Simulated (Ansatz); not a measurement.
## A computed series for BAs: element substitutions

Consider BAs in the zinc blende structure (space group F-43m, No. 216; a = 4.784 Å).

Each row replaces one element on all its sites; cell and atoms are relaxed.

Method: r2SCAN, PAW, 500 eV (Ansatz, a program for electronic structure; scalar-relativistic without spin-orbit coupling).

### Question
Only one of these keeps a band gap. Which?
A. As → Bi
B. B → Ir
C. B → Si

### Answer
A, As → Bi. Computed: B → Si: zero; As → Bi: 0.39 eV; B → Ir: zero

With Bi present, leaving out spin-orbit coupling can change the band edges. Whether these cells are dynamically stable was not tested. As relaxed here, SiAs, BiB and IrAs are hypothetical phases, not in the database extracts checked. All final runs are without spin polarisation. An odd electron count without spin: SiAs.
